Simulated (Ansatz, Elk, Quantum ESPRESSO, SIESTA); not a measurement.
## Code comparison for MgCd2 (P1, 6 atoms in the cell)

Self-consistent single point, at a second geometry (atoms moved at random). First geometry:

```
CELL_PARAMETERS angstrom
      1.59375    -7.86880     0.00000
      1.59375     7.86880     0.00000
      0.00000     0.00000     5.11835
ATOMIC_POSITIONS crystal
  Mg 0.28026 0.71974 0.25000
  Mg 0.71974 0.28026 0.75000
  Cd 0.61587 0.38413 0.25000
  Cd 0.38413 0.61587 0.75000
  Cd 0.94609 0.05391 0.25000
  Cd 0.05391 0.94609 0.75000
```

Second geometry:
```
CELL_PARAMETERS angstrom
      1.59375    -7.86880     0.00000
      1.59375     7.86880     0.00000
      0.00000     0.00000     5.11835
ATOMIC_POSITIONS crystal
  Mg 0.27801 0.72109 0.25249
  Mg 0.72469 0.28257 0.73743
  Cd 0.61723 0.39584 0.25636
  Cd 0.38983 0.62048 0.75572
  Cd 0.95277 0.05256 0.24900
  Cd 0.03745 0.92746 0.74899
```

Shared settings, as Ansatz (a program for electronic structure) writes them: kpoints.mp_grid.grid = 5 5 3; scf.occupations.method = fermi_dirac; scf.occupations.width = 0.0037 Ry. Potentials and cutoffs stand in the table.

```tsv
code	model	ΔF from the first geometry (meV/atom)	pressure (GPa)	largest force (eV/Å)	cutoff
SIESTA	GGA PBEsol, numerical atomic orbitals DZP, PseudoDojo PBEsol standard norm-conserving potentials (rewritten from UPF to PSML)	2.2	-0.36	0.399	grid 350 Ry
Quantum ESPRESSO	PBEsol, GBRV 1.5 ultrasoft (PBESOL) pseudopotentials	5.9	-1.11	0.331	40 Ry
Elk	PBEsol, all-electron FP-LAPW, Elk's shipped species files, default APW+lo basis	5.9	–	–	default
Ansatz	PBEsol, PAW files made with PBE	5.6	-0.94	0.310	30.9 Ry
```

Size of the force on each atom (eV/Å): Sizes of forces hide their directions.

| code | Mg1 | Mg2 | Cd3 | Cd4 | Cd5 | Cd6 |
|---|---|---|---|---|---|---|
| SIESTA | 0.256 | 0.356 | 0.219 | 0.399 | 0.275 | 0.240 |
| Quantum ESPRESSO | 0.168 | 0.238 | 0.331 | 0.048 | 0.314 | 0.104 |
| Ansatz | 0.169 | 0.238 | 0.310 | 0.055 | 0.302 | 0.105 |

A dash marks a value that a program does not give, or that is left out as unsure.

The spread over the programs that give each value: ΔF from the first geometry within 3.7 meV/atom; pressure within 0.75 GPa; largest force within 0.089 eV/Å.

SIESTA uses small atom-centred bases, whose incompleteness enters pressures, forces and empty levels differently from a plane-wave cutoff. Elk treats all electrons, but the usual bases taken here (sphere radii, linearisation, local orbitals, empty states) were not tested for convergence, so the values are no reference for the others. Ansatz's pressure is given at a fixed set of plane waves, as the other plane-wave codes print theirs. In the force vectors, SIESTA (by 0.370) lies more than 0.08 eV/Å from the median of the plane-wave programs.

The shared mesh is coarse (it stands for a supercell whose shortest vector is 15 Å), so the values are not converged in it.

The starting cell comes from a database of computed structures (which also holds hypothetical and non-ambient phases and stackings), without a prior relaxation at this level. For this run, on top of that: atoms moved at random.

Left out of this page: CP2K (unsound by tests on forces, stress, charge or solver warnings).

Keys are those of Ansatz 0.2.
